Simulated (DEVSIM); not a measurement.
Device: abrupt In0.53Ga0.47As p-n junction, at 300 K.

Layer 1 from the left is In0.53Ga0.47As, thickness (μm) 0.0320, Na (cm⁻³) 1.9e17, τn (s) 8.5e-8, τp (s) 8.5e-8. Layer 2 from the left is In0.53Ga0.47As, thickness (μm) 0.840, Nd (cm⁻³) 1e15, τn (s) 8.5e-8, τp (s) 8.5e-8.

Left contact: ohmic. Right contact: ohmic. Voltage is applied to the left contact. Recombination: SRH at mid-gap, Auger. Mobility is μmin + (μ − μmin)/(1 + (N/Nref)^α).

This is a model device: material constants are rounded textbook-type values typed into the input, and sizes, dopings and lifetimes were drawn at random. Values at 300 K.

In0.53Ga0.47As: gap (eV) 0.74, affinity (eV) 4.51, permittivity 13.9, Nc (cm⁻³) 2.1e17, Nv (cm⁻³) 7.7e18, μn (cm²/Vs) 12000, μp (cm²/Vs) 300, μn,min 300, μp,min 10, Nref,n 1.3e17, Nref,p 4.9e17, αn 0.48, αp 0.4, Cn (cm⁶/s) 5e-29, Cp (cm⁶/s) 5e-29.

DEVSIM, 1D drift-diffusion, Boltzmann statistics, complete ionisation; no tunnelling, impact ionisation, image-force lowering or self-heating.

Question: What does the simulation give for the potential step across the device at zero bias, the largest field in the device at zero bias, the dark forward voltage at 100 A/cm²?

Answer: potential step across the device at zero bias 0.506 V; largest field in the device at zero bias 23000 V/cm; dark forward voltage at 100 A/cm² 0.388 V.
